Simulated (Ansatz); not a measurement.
Worked example: relaxation of cell and atoms of BaTiO3 (P4mm, 5 atoms in the cell) in Ansatz (an electronic-structure program).

Method: PBE (plane waves, PAW; Ansatz).

The change in words: atoms on their sites; basis.ecutwfc: 420 eV → 840 eV; relax: default → cell and atoms. Reference geometry:
```
BaTiO3
1.0
    3.97005     0.00000     0.00000
    0.00000     3.97005     0.00000
    0.00000     0.00000     4.01980
Ba Ti O
1 1 3
Direct
  0.00000   0.00000   0.01244
  0.50000   0.50000   0.51300
  0.50000   0.50000   0.97700
  0.00000   0.50000   0.48700
  0.50000   0.00000   0.48700
```

Reference input (self-consistent single point, DFT, PBE, plane waves, default PAW files): basis.ecutwfc = 420 eV; kpoints.mp_grid.grid = 6 6 6; hamiltonian.xc = pbe; hamiltonian.pseudopotentials = {kind: paw} (the program's default PAW files); scf.occupations.method = fermi_dirac; scf.occupations.width = 0.02 eV. This run's input differs from it in these lines:

Ansatz 0.2 input:
```diff
@@ -7,3 +7,3 @@
   atoms:
-    - { symbol: Ba, position_ang: [0.00000000, 0.00000000, 0.04999827] }
+    - { symbol: Ba, position_ang: [0.00000000, 0.00000000, 0.00000000] }
     - { symbol: Ti, position_ang: [1.98502500, 1.98502500, 2.06215740] }
@@ -13,3 +13,3 @@
 basis:
-  ecutwfc: 420.0
+  ecutwfc: 840.0
 kpoints:
@@ -21,2 +21,4 @@
   occupations: { method: fermi_dirac, width: 0.02 }
+relax:
+  cell: {}
 output:
```

Output, abridged:

```
   [... SCF lines of the steps left out ...]
relax step   1: F+E_penalty+E_count = -10159.58180259 eV  Δ(F+E_penalty+E_count) = +0.000e0 eV  max|allowed force component| = 9.773e-2 eV/Å  Δτ_max = 0.0000 Å  P = +5.498 GPa  Ω = 63.357 Å³  (6 SCF iters, dr2 threshold 1.00e-7 eV, accepted)
relax step   2: F+E_penalty+E_count = -10159.61859222 eV  Δ(F+E_penalty+E_count) = -3.679e-2 eV  max|allowed force component| = 3.381e-1 eV/Å  Δτ_max = 0.0092 Å  P = -0.173 GPa  Ω = 65.574 Å³  energy of the carried Pulay correction = -2.339e-4 eV  [...]
   [... lines left out ...]
relax step   9: F+E_penalty+E_count = -10159.63972789 eV  Δ(F+E_penalty+E_count) = -5.626e-5 eV  max|allowed force component| = 3.236e-3 eV/Å  Δτ_max = 0.0008 Å  P = -0.005 GPa  Ω = 66.747 Å³  energy of the carried Pulay correction = -3.523e-4 eV  [...]
relax step  10: F+E_penalty+E_count = -10159.64005561 eV  Δ(F+E_penalty+E_count) = -3.277e-4 eV  max|allowed force component| = 3.259e-3 eV/Å  Δτ_max = 0.0000 Å  P = -0.008 GPa  Ω = 66.747 Å³  stress off target by 1.34e-2 GPa  SCF on the basis [...]
basis re-selected at this cell: Δ(F+E_penalty+E_count) = -3.277e-4 eV, ΔP = -0.003 GPa vs the last step
the relaxation is at rest under the 8 symmetry operations that the run kept from its start: a minimum is not shown …
Stability not checked: this state was not tested for a lower state beside it, because too few of the mixer's solves of this state at the end of the SCF gave a …
Free energy (F): -10159.640056 eV
Internal energy: -10159.640056 eV  (E = F + TS)
   [... lines left out ...]
Fermi energy:    10.900046 eV
  cell:  # Å, volume = 66.7467 Å³
   [... lines left out ...]
  atoms:
    - { symbol: Ba, position: [2.373623132296408e-18, -1.5232604187292155e-33, 0.012065769316540619] }
    - { symbol: Ti, position: [0.5, 0.5, 0.5293471999317386] }
    - { symbol: O, position: [0.5, 0.5, 0.960457140132637] }
    - { symbol: O, position: [-1.167566090079589e-18, 0.5, 0.481064945309542] }
    - { symbol: O, position: [0.5, 8.20450376807575e-34, 0.481064945309542] }
```

The run converged.  The full log also holds: “iter 5 did not close the SCF: its close was put off for the readings that it lacked (scf_convergence_deferred on its scf_iter line)”. The full log also holds: “iter 4 did not close the SCF: its close was put off for the readings that it lacked (scf_convergence_deferred on its scf_iter line)”.

Summary of the result:
Free energy E − TS (on the zero of these files): -10159.6401 eV
Top of the valence band (on the code's own zero): 9.97 eV
Gap on the k-point mesh: 1.84 eV
Pressure: -0.01 GPa
Largest force (vector length): 0.003 eV/Å
Final cell: a = b = 3.985 Å, c = 4.202 Å, α = β = γ = 90.00°
Final volume per atom: 13.35 Å³
Relaxation steps: 10

The starting cell has typed, rounded lattice constants, without a prior relaxation at this level. Its lattice was rescaled by up to half a per cent. The relaxation keeps the symmetry of its start, so its end need not be a minimum. Ansatz's pressure includes its estimate of the finite-basis (Pulay) stress.

Cost on one core of a shared machine: roughly 3 min.
